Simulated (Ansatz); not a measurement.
Pressure series in hypothetical rock salt FeP

The reference is FeP in the rock salt structure (space group Fm-3m, No. 225; a = 4.802 Å; ferromagnetic; a hypothetical phase, not in the database extracts checked).

Cell and atoms are relaxed at each pressure.

All numbers come from plane-wave PAW DFT at the r2SCAN level (Ansatz, a program for electronic structure, 500 eV), no spin-orbit coupling.

Notes on the quantities. enthalpy: H = E + PV relative to the base's energy.

| case | density | enthalpy |
|---|---|---|
| base | 5.21 g/cm³ | – |
| pressure −2 GPa | 5.08 g/cm³ | -0.17 eV/atom |
| pressure −1 GPa | 5.15 g/cm³ | -0.09 eV/atom |
| pressure 0.3 GPa | 5.23 g/cm³ | +0.03 eV/atom |
| pressure 0.7 GPa | 5.25 g/cm³ | +0.06 eV/atom |
| pressure 1.5 GPa | 5.29 g/cm³ | +0.13 eV/atom |
| pressure 3 GPa | 5.36 g/cm³ | +0.26 eV/atom |
| pressure 5 GPa | 5.46 g/cm³ | +0.42 eV/atom |
| pressure 7.5 GPa | 5.56 g/cm³ | +0.63 eV/atom |
| pressure 10 GPa | 5.66 g/cm³ | +0.83 eV/atom |

Other magnetic orders, which the real material may have, were not ruled out. Load acts through the strain it causes; cell and atoms are relaxed under it. No phonon test of stability was made. Competing high-pressure phases were not computed.
